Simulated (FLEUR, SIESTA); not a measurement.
A SIESTA input for a self-consistent single point of HfO2 (Fm-3m, 3 atoms in the cell) (DFT, GGA PBE, numerical atomic orbitals TZP, PseudoDojo PBE standard norm-conserving potentials (rewritten from UPF to PSML)):

```
# files in the folder: Hf.psml O.psml (PseudoDojo PBE standard)
SystemName  HfO2
SystemLabel HfO2

NumberOfAtoms                3
NumberOfSpecies              2
%block ChemicalSpeciesLabel
  1 72 Hf
  2 8 O
%endblock ChemicalSpeciesLabel
LatticeConstant              1.0 Ang
%block LatticeVectors
     0.000000000    2.472552000    2.472552000
     2.472552000    0.000000000    2.472552000
     2.472552000    2.472552000    0.000000000
%endblock LatticeVectors
AtomicCoordinatesFormat      Ang
%block AtomicCoordinatesAndAtomicSpecies
     0.000000000    0.000000000    0.000000000  1
     3.708828000    3.708828000    3.708828000  2
     1.236276000    1.236276000    1.236276000  2
%endblock AtomicCoordinatesAndAtomicSpecies

XC.functional                GGA
XC.authors                   PBE
PAO.BasisSize                TZP
PAO.EnergyShift              0.005 Ry
MeshCutoff                   300 Ry
%block kgrid.MonkhorstPack
   12   0   0  0.0
    0  12   0  0.0
    0   0  12  0.0
%endblock kgrid.MonkhorstPack
OccupationFunction           FD
ElectronicTemperature        10 K

MaxSCFIterations             150
SCF.Mixer.Method             Pulay
SCF.Mixer.Weight             0.25
SCF.Mixer.History            6
SCF.DM.Tolerance             1.0E-05
Diag.ParallelOverK           true
WriteForces                  true
```

**Question.** Give the FLEUR input for the same structure, mesh, smearing and functional.

**Answer.** One input that does it (others would too):

Input of the input generator:

```
scf HfO2
&input film=f /
0.0000000000 2.4725520000 2.4725520000
2.4725520000 0.0000000000 2.4725520000
2.4725520000 2.4725520000 0.0000000000
1.8897261246
1.0 1.0 1.0

3
72 0.0000000000 0.0000000000 0.0000000000
8 0.7500000000 0.7500000000 0.7500000000
8 0.2500000000 0.2500000000 0.2500000000

&comp jspins=1 /
&kpt div1=12 div2=12 div3=12 gamma=t /
&end /
```

```xml
<?xml version="1.0" encoding="UTF-8" standalone="no"?>
<fleurInput fleurInputVersion="0.39">
   <comment>
      scf HfO2                                                                                            
   </comment>
   <calculationSetup>
      <cutoffs Kmax="4.5" Gmax="18.0" GmaxXC="18.0" numbands="0"/>
      <scfLoop itmax="100" minDistance="0.00001" maxIterBroyd="99" imix="Anderson" alpha="0.05" precondParam="0.0" spinf="2.0"/>
      <coreElectrons ctail="T" frcor="F" kcrel="0" coretail_lmax="0"/>
      <xcFunctional name="pbe" relativisticCorrections="F"/>
      <magnetism jspins="1"/>
      <soc l_soc="F" theta="0.0" phi="0.0" spav="F"/>
      <expertModes spex="0" secvar="F"/>
      <geometryOptimization l_f="T" forcealpha="1.0" forcemix="BFGS" epsdisp="0.00001" epsforce="0.00001"/>
      <ldaU l_linMix="F" mixParam="0.05" spinf="1.0"/>
   </calculationSetup>
   <cell>
      <bzIntegration valenceElectrons="38.0" mode="hist" fermiSmearingEnergy="0.0001">
         <kPointListSelection listName="default-1"/>
         <!-- k-points included here -->
         <xi:include xmlns:xi="http://www.w3.org/2001/XInclude" href="kpts.xml"> </xi:include>
      </bzIntegration>
      <!-- symmetry operations included here -->
      <xi:include xmlns:xi="http://www.w3.org/2001/XInclude" href="sym.xml"> </xi:include>
      <bulkLattice scale="1.0">
         <bravaisMatrix>
            <row-1>    0.0000000000000000     4.6724461088319789     4.6724461088319789</row-1>
            <row-2>    4.6724461088319789     0.0000000000000000     4.6724461088319789</row-2>
            <row-3>    4.6724461088319789     4.6724461088319789     0.0000000000000000</row-3>
         </bravaisMatrix>
      </bulkLattice>
   </cell>
   <atomSpecies>
      <species name="Hafnium (Hf)" element="Hf" atomicNumber="72">
         <mtSphere radius="2.36" gridPoints="833" logIncrement="0.016"/>
         <atomicCutoffs lmax="10" lnonsphr="8"/>
         <electronConfig flipSpins="F">
            <coreConfig>(1s1/2) (2s1/2) (2p1/2) (2p3/2) (3s1/2) (3p1/2) (3p3/2) (4s1/2) (3d3/2) (3d5/2) (4p1/2) (4p3/2) (4d3/2) (4d5/2)</coreConfig>
            <valenceConfig>(5s1/2) (5p1/2) (5p3/2) (6s1/2) (4f5/2) (4f7/2) (5d3/2) (5d5/2)</valenceConfig>
            <stateOccupation state="(5d3/2)" spinUp="0.4" spinDown="0.4"/>
            <stateOccupation state="(5d5/2)" spinUp="0.6" spinDown="0.6"/>
         </electronConfig>
         <energyParameters s="6" p="6" d="5" f="5"/>
         <lo type="SCLO" l="0" n="5" eDeriv="0"/>
         <lo type="SCLO" l="1" n="5" eDeriv="0"/>
         <lo type="SCLO" l="3" n="4" eDeriv="0"/>
      </species>
      <species name="Oxygen (O)" element="O" atomicNumber="8">
         <mtSphere radius="1.33" gridPoints="471" logIncrement="0.022"/>
         <atomicCutoffs lmax="6" lnonsphr="4"/>
         <electronConfig flipSpins="F">
            <coreConfig>(1s1/2)</coreConfig>
            <valenceConfig>(2s1/2) (2p1/2) (2p3/2)</valenceConfig>
            <stateOccupation state="(2p1/2)" spinUp="0.6666666666667" spinDown="0.6666666666667"/>
            <stateOccupation state="(2p3/2)" spinUp="1.3333333333333" spinDown="1.3333333333333"/>
         </electronConfig>
         <energyParameters s="2" p="2" d="3" f="4"/>
      </species>
   </atomSpecies>
   <atomGroups>
      <atomGroup species="Hafnium (Hf)">
         <relPos label="                   1">.0000000000 .0000000000 .0000000000</relPos>
         <force calculate="T" relaxXYZ="TTT"/>
      </atomGroup>
      <atomGroup species="Oxygen (O)">
         <relPos label="                   2">-1.000/4.000 -1.000/4.000 -1.000/4.000</relPos>
         <relPos label="                   3">1.000/4.000 1.000/4.000 1.000/4.000</relPos>
         <force calculate="T" relaxXYZ="TTT"/>
      </atomGroup>
   </atomGroups>
   <output dos="F" band="F" slice="F">
      <checks vchk="F" cdinf="F"/>
      <bandDOS minEnergy="-.5*Htr" maxEnergy="0.5*Htr" sigma="0.015" storeEVData="T"/>
      <vacuumDOS vacdos="F" integ="F" star="F" nstars="0" locx1="0.0" locy1="0.0" locx2="0.0" locy2="0.0" nstm="0" tworkf="0.0"/>
      <unfoldingBand unfoldBand="F" supercellX="1" supercellY="1" supercellZ="1"/>
      <plotting iplot="0" polar="F">
         <plot TwoD="T" vec1="  1.0  0.0  0.0" vec2="  0.0  1.0  0.0" vec3="  0.0  0.0  1.0" zero="  0.0  0.0  0.0" file="plot"/>
      </plotting>
      <chargeDensitySlicing numkpt="0" minEigenval="0.0" maxEigenval="0.0" nnne="0" pallst="F"/>
      <specialOutput eonly="F"/>
      <magneticCircularDichroism mcd="F" energyLo="-10.0" energyUp="0.0"/>
   </output>
  <!-- We include the file relax.xml here to enable relaxations (see documentation) -->
  <xi:include xmlns:xi="http://www.w3.org/2001/XInclude" href="relax.xml"> <xi:fallback/> </xi:include>
</fleurInput>
```

Basis, cutoffs, solver keys and any potentials are the target program's own. This input uses DFT, PBE, all-electron FLAPW (FLEUR), scalar-relativistic valence. Both were run: gap on the mesh 3.853 eV in SIESTA and 3.966 in FLEUR.

On FLEUR: the starting cell comes from a database of computed structures (which also holds hypothetical and non-ambient phases and stackings), without a prior relaxation at this level. Its lattice was rescaled by a random factor within 2.5 % of one. Spin-orbit coupling is off. Values depend on the basis (sphere radii, cutoffs, local orbitals), which need not be converged.

On SIESTA: the starting cell comes from a database of computed structures (which also holds hypothetical and non-ambient phases and stackings), without a prior relaxation at this level. Its lattice was rescaled by a random factor within 2.5 % of one. Spin-orbit coupling is off. Values carry the incompleteness of an atom-centred basis. With a pressure of about 27 GPa the cell is away from its equilibrium volume at this level.
